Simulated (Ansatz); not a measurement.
Response to strain in Mo

Consider Mo in the bcc (W type) structure (space group Im-3m, No. 229; relaxed with 0.1 eV smearing).

```yaml
crystal:
  lattice:
    - [-1.57548, 1.57548, 1.57548]
    - [1.57548, -1.57548, 1.57548]
    - [1.57548, 1.57548, -1.57548]
  atoms:
    - { symbol: Mo, position: [0.00000, 0.00000, 0.00000] }
```

Cartesian axes are those of the cell as printed.

Strains are applied to the cell and any free atomic positions relax; under biaxial strain the out-of-plane vector relaxes too.

All numbers come from Kohn–Sham DFT with the r2SCAN functional, run in Ansatz (a first-principles code) with PAW and 500 eV plane waves, no spin-orbit coupling.

Notes on the quantities. energy relative to the base: free energy F; pressure: mean of the normal stresses, compression positive.

```tsv
case	ratio −ε⊥/ε∥	energy relative to the base	pressure
base	–	0 meV/atom	0.0 GPa
biaxial strain −2.50 %, plane normal [111], relaxed out of plane	1.08	+26 meV/atom	7.3 GPa
biaxial strain −2.08 %, plane normal [111], relaxed out of plane	1.07	+18 meV/atom	6.0 GPa
biaxial strain −1.67 %, plane normal [111], relaxed out of plane	1.05	+12 meV/atom	4.8 GPa
biaxial strain −1.25 %, plane normal [111], relaxed out of plane	1.03	+6.5 meV/atom	3.6 GPa
biaxial strain −0.83 %, plane normal [111], relaxed out of plane	1.01	+2.8 meV/atom	2.3 GPa
biaxial strain −0.42 %, plane normal [111], relaxed out of plane	–	+0.7 meV/atom	1.2 GPa
```

Whether these cells are dynamically stable was not tested. The final runs are not spin-polarised.
